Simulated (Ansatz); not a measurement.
## What Si → Mg does to hypothetical rock salt ZrSi

Consider ZrSi in the rock salt structure (space group Fm-3m, No. 225; a = 5.342 Å; a hypothetical phase, not in the database extracts checked).

It is then changed as follows: every Si is replaced by Mg; the structure is relaxed again.

Level of theory: PBEsol in Ansatz (plane waves to 420 eV, PAW, spin-orbit coupling left out), earlier PAW set. Γ-centred 14×14×14 mesh, Fermi–Dirac width 0.05 eV, for the changed cell.

```json
[
 {"quantity": "volume per atom", "base": "19.05 Å³", "changed": "23.26 Å³", "shift": "+4.203 Å³"},
 {"quantity": "lattice parameter a", "base": "5.342 Å", "changed": "5.709 Å", "shift": "+0.367 Å"},
 {"quantity": "space group", "base": "Fm-3m (No. 225)", "changed": "Fm-3m (No. 225)", "shift": "–"},
 {"quantity": "shortest interatomic distance", "base": "2.671 Å", "changed": "2.854 Å", "shift": "+0.183 Å"},
 {"quantity": "band gap", "base": "zero", "changed": "zero", "shift": "–"}
]
```

Cost of the whole job for the changed cell (relaxation, final SCF and bands): around 40 core-seconds (rough).

No phonon test of stability was made. As relaxed here, MgZr is a hypothetical phase, not in the database extracts checked. All final runs are without spin polarisation. MgZr has a high density of states at the Fermi level and may be magnetic at this level.

Ansatz is a quantum-chemistry and plane-wave program.
